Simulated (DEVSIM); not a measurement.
## abrupt Si p-n junction

Device: abrupt Si p-n junction, at 250 K.

```
layer (left to right)  material  thickness (μm)  Nd (cm⁻³)  Na (cm⁻³)   τn (s)   τp (s)
---------------------  --------  --------------  ---------  ---------  -------  -------
1                            Si            3.10          -     2.4e16  0.00067  0.00067
2                            Si           0.340     3.6e16          -  0.00067  0.00067
```

Left contact: ohmic. Right contact: ohmic. Voltage is applied to the left contact. Recombination: SRH at mid-gap, Auger. Mobility is μmin + (μ − μmin)/(1 + (N/Nref)^α).

Constants are typed, rounded textbook-type inputs, not results; the design itself was drawn at random and stands for no fabricated device. Values at 300 K; Nc and Nv go as T^1.5, mobilities as T to minus their exponent, the gap by Varshni's rule with the affinity fixed.

```csv
parameter,Si
gap (eV),1.124
affinity (eV),4.05
permittivity,11.7
Nc (cm⁻³),2.86e19
Nv (cm⁻³),3.1e19
μn (cm²/Vs),1417
μp (cm²/Vs),470
"μn,min",52
"μp,min",45
"Nref,n",9.7e16
"Nref,p",2.2e17
αn,0.68
αp,0.72
T exponent of μn,2.3
T exponent of μp,2.2
Cn (cm⁶/s),2.8e-31
Cp (cm⁶/s),9.9e-32
Varshni α (eV/K),0.000473
Varshni β (K),636
```

Simulated with DEVSIM: 1D drift-diffusion, Boltzmann statistics, complete ionisation; no tunnelling, impact ionisation, image-force lowering or self-heating.

```json
{
 "potential_step_across_the_device_at_zero_bias": "0.850 V",
 "largest_field_in_the_device_at_zero_bias": "60000 V/cm",
 "Dark forward voltage at 1 A/cm²": "0.684 V",
 "Dark forward voltage at 100 A/cm²": "0.793 V"
}
```

Dark reverse current:

| V (V) | J (A/cm²) |
|---|---|
| -0.20 | -5.7e-14 |
| -0.50 | -9.9e-14 |
| -1.00 | -1.6e-13 |
| -1.50 | -2.1e-13 |
| -2.00 | -2.6e-13 |
| -3.00 | -3.5e-13 |

Small-signal capacitance in reverse bias (quasi-static):

```tsv
V (V)	C (nF/cm²)
-0.2	34.4
-0.5	30.2
-1	25.7
-1.5	22.7
-2	20.6
-3	17.6
```
